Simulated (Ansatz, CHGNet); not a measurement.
For fluorite AuAl2, the machine-learned potential CHGNet-r²SCAN (trained on r²SCAN data) gives:

| Item | Value |
|---|---|
| lattice constant a | 6.001 Å |
| enthalpy of formation | -0.507 eV/atom |

Problem. What does r²SCAN (Ansatz, an electronic-structure program, plane waves, PAW) give for the same quantities?

Solution. 
- lattice constant a: 6.010 Å (goes up by 0.1 %)
- formation enthalpy: -0.483 eV/atom (moves by +0.024 eV/atom)

Changes are worked out from the printed values.

Unless a cell is named, each level is at its own relaxed cell (CHGNet-r²SCAN 18.01, r²SCAN 18.09 Å³/atom).

Levels without +SOC leave out spin–orbit coupling, which shifts energies and cells of such heavy elements.

Ansatz's density-functional and Hartree–Fock values are scalar-relativistic unless marked +SOC, with PAW data made under PBE.
